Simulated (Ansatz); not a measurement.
**GaP: biaxial strain −3.00 %, plane normal [001], relaxed out of plane**

Base system: GaP in the zinc blende structure (space group F-43m, No. 216; a = 5.439 Å). Axes: x, y, z lie along the cube axes.

Now apply this change: compressive biaxial strain of 3.00 % in the plane normal to [001], as in epitaxy on a mismatched substrate; the out-of-plane cell vector and the atoms relax.

Level of theory: Kohn–Sham DFT with the PBEsol functional, run in Ansatz (a quantum-chemistry and plane-wave program) with PAW and 420 eV plane waves, without spin-orbit coupling. Settings: 11×11×11 k-points, 0.05 eV Fermi–Dirac smearing.

```csv
quantity,base,changed,shift
volume per atom,20.11 Å³,19.42 Å³,-0.69 Å³
energy relative to the base (free energy F),0 meV/atom,+17 meV/atom,+17 meV/atom
band gap,1.45 eV,1.12 eV,-0.339 eV
gap character,–,"indirect, Γ → Γ–X (88 % along)",–
smallest direct gap,1.80 eV,1.94 eV,+0.14 eV
electron mass,"1.2 mₑ along k, 0.23 mₑ across (off the special points)","1.1 mₑ along k, 0.23 mₑ across (off the special points)",–
"valence-band top at Γ (three highest levels, from the VBM)","0.00, 0.00, 0.00 eV","0.00, 0.00, -0.36 eV",–
"valley order (the lowest conduction-band minima on the path, energy above the VBM, named in the base's zone)","a point along ⟨100⟩, about 1.0 Å⁻¹ from Γ 1.45 eV; L along ⟨111⟩ 1.60 eV; Γ 1.80 eV","a point along [010], about 1.0 Å⁻¹ from Γ 1.12 eV; L along [111] 1.51 eV; a point along [001], about 1.1 Å⁻¹ from Γ 1.59 eV; Γ 1.94 eV",–
out-of-plane strain,–,+2.64 %,–
ratio −ε⊥/ε∥,–,0.88,–
```

Cost of the whole job for the changed cell (relaxation, final SCF and bands): very roughly 40 core-seconds.

Masses are band curvatures over ±0.01 Å⁻¹ around the edge. Along k means along the line from Γ to the band edge. Stability against distortions was not tested. Labels are those of the standard path for the cell's own space group.
